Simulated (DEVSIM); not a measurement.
Structure: illuminated GaAs p-on-n cell, one wavelength, at 300 K.

Layer 1 from the left is GaAs, thickness (μm) 0.150, Na (cm⁻³) 1.4e18, τn (s) 8.9e-12, τp (s) 1.1e-10, absorption coefficient (cm⁻¹) 76000. Layer 2 from the left is GaAs, thickness (μm) 1.50, Nd (cm⁻³) 4.9e16, τn (s) 8.1e-10, τp (s) 8.1e-10, absorption coefficient (cm⁻¹) 76000.

Left contact: ohmic, minority electron recombination velocity 1000 cm/s. Right contact: ohmic, minority hole recombination velocity 40000 cm/s. Voltage is applied to the left contact. Recombination: SRH at mid-gap, radiative, Auger. Light enters at the left, 1.2e17 photons cm⁻² s⁻¹, one pass, no reflection. Mobility is constant in doping.

The device is made up for the run: typed textbook-type constants, with dimensions and the other settings drawn at random. Values at 300 K.

GaAs: gap (eV) 1.424, affinity (eV) 4.07, permittivity 12.9, Nc (cm⁻³) 4.7e17, Nv (cm⁻³) 9e18, μn (cm²/Vs) 8500, μp (cm²/Vs) 400, B (cm³/s) 2e-10, Cn (cm⁶/s) 1e-30, Cp (cm⁶/s) 1e-30.

DEVSIM, 1D drift-diffusion, Boltzmann statistics, complete ionisation; no tunnelling, impact ionisation, image-force lowering or self-heating.

Dark forward current:

```
|V| (V)  |J| (A/cm²)
-------  -----------
0.05       3.760e-10
0.10        1.307e-9
0.15        3.775e-9
0.20        1.043e-8
0.25        2.840e-8
0.30        7.706e-8
0.35        2.091e-7
0.40        5.678e-7
0.45        1.545e-6
0.50        4.214e-6
0.55        1.153e-5
0.60        3.167e-5
0.65        8.745e-5
0.70       0.0002433
0.75       0.0006852
0.80        0.001973
0.85        0.005925
0.90         0.01925
0.95         0.07134
1.00          0.3146
1.05           1.645
1.10           9.699
1.15           60.04
1.20           349.3
1.25            1721
1.30            7338
```

### Question
Work out the local ideality factor n = ΔV / (kT/q · ln(J2/J1)) between the rows 0.15 and 0.20 V, 1.10 and 1.15 V, 1.25 and 1.30 V.

### Answer
kT/q = 25.85 mV. From 0.15 to 0.20 V: ln(1.043e-8/3.775e-9) = 1.016, n = 1.90, near the 2 of recombination in the depletion region. From 1.10 to 1.15 V: ln(60.04/9.699) = 1.823, n = 1.06, near the 1 of diffusion or emission over a barrier. From 1.25 to 1.30 V: ln(7338/1721) = 1.450, n = 1.33; the layers' resistance at their doping, Σ W/(qμN) = 2.4e-6 Ω cm², would take 14 mV of this step of 50 mV.

### Question
What current could the absorbed light give at most, and what share is collected?

### Answer
Σ αd = 12.5, so qΦ(1 − exp(−Σ αd)) = 19.2 mA/cm². The simulated short-circuit current is 18.49 mA/cm², a share of 0.96.

### Question
Estimate the open-circuit voltage by superposition: the voltage at which the dark current equals that short-circuit current.

### Answer
Interpolating ln J in the table gives 0.898 V. The simulation gives 0.898 V, the same within the digits that matter. Superposition holds where collection doesn't change with voltage.

### Question
Estimate the fill factor from FF0 = (v − ln(v + 0.72))/(v + 1), v = qVoc/(nkT), with n from the dark curve.

### Answer
The rows about Voc, 0.85 and 0.90 V, give n = 1.64, so v = 21.2 and FF0 = 0.816. The simulation gives 0.802; the estimate lies 1.7 % above.
